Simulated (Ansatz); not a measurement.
Ti(Si,Ge)2: Ti2Ge3Si

A 48-atom cell of Ti(Si,Ge)2 started in the TiSi2 (C54) type structure, site fractions Si 0.250, Ge 0.750, short-range order 0.00 among the nearest mixed sites of the first mixed sublattice (0 is random, a negative value favours unlike neighbours), space group P1 at the end.

All values below come from PBE (plane waves to 420 eV, PAW; Ansatz, a program for electronic structure). Scalar-relativistic, without spin–orbit coupling; the runs are not spin-polarised. Its k-point mesh 4×4×4, Fermi–Dirac width 0.05 eV.

```
Property                                                                                           Value
---------------------------------------------------------  ---------------------------------------------
volume per atom                                                                                 15.65 Å³
Ge–Ti bonds (within 1.22 times the sum of covalent radii)  2.777 Å on average, from 2.597 to 2.951 (120)
Si–Ti bonds (within 1.22 times the sum of covalent radii)   2.754 Å on average, from 2.584 to 2.923 (40)
```

```xyz
48
Lattice="9.9965 -0.0011 -0.0027 2.4971 8.5685 4.3846 2.4989 -8.5690 4.3846" Properties=species:S:1:pos:R:3 pbc="T T T"
Ti     7.5143    -0.0188    -0.0197
Ti     7.4790     4.2936     4.4070
Ti     2.4950    -0.0175     0.0343
Ti     7.4915    -4.2729     4.3983
Ti    10.0270     0.0259     4.3719
Ti     2.5098     4.2583     4.3622
Ti     2.5105    -4.2751     4.3699
Ti     4.9627     0.0301     4.3789
Ti     8.7681     2.1349     2.1950
Ti     6.2328    -2.1506     2.1732
Ti     3.7349     2.1256     2.2186
Ti     8.7264    -2.1570     6.5714
Ti    11.2740     2.1314     6.5602
Ti     1.2879    -2.1196     2.1944
Ti     3.7420    -2.1354     6.5977
Ti     6.2167     2.1655     6.5538
Ge    10.0035    -5.7175     4.3914
Ge     7.4748     7.1261     4.3967
Ge     4.9917    -5.7374     4.3792
Ge     7.4909    -1.4351     4.3750
Ge    10.0211     2.8478     4.3833
Ge     2.4850     7.0947     4.3977
Ge     2.5348    -1.3944     4.3675
Si     4.9560     2.8262     4.3857
Si     9.9874     5.7235     4.3848
Ge     7.4606     1.4718     4.3671
Ge     4.9903     5.6599     4.3801
Ge     7.4942    -7.1208     4.3753
Ge    10.0056    -2.8411     4.3778
Si     2.5259     1.4192     4.3944
Ge     2.5102    -7.1775     4.3884
Ge     4.9974    -2.8681     4.3899
Ge    11.2589    -0.6952     6.5690
Ge     6.1944     3.5771     2.2337
Ge     6.2094    -0.7092     6.5821
Ge     8.7270     3.6001     6.5802
Ge     8.7832    -0.6716     2.1915
Ge     1.2642     3.5686     2.1820
Ge     3.7901     3.5660     6.5475
Si     3.7360    -0.7361     2.1936
Ge    11.2660    -3.5808     6.6072
Ge     6.2234     0.6676     2.1736
Si     6.2415    -3.5709     6.5739
Ge     8.7224     0.6916     6.5675
Ge     8.7305    -3.5783     2.1572
Si     1.3285     0.7200     2.2413
Si     3.7199     0.7427     6.5488
Si     3.7460    -3.5190     2.1941
```
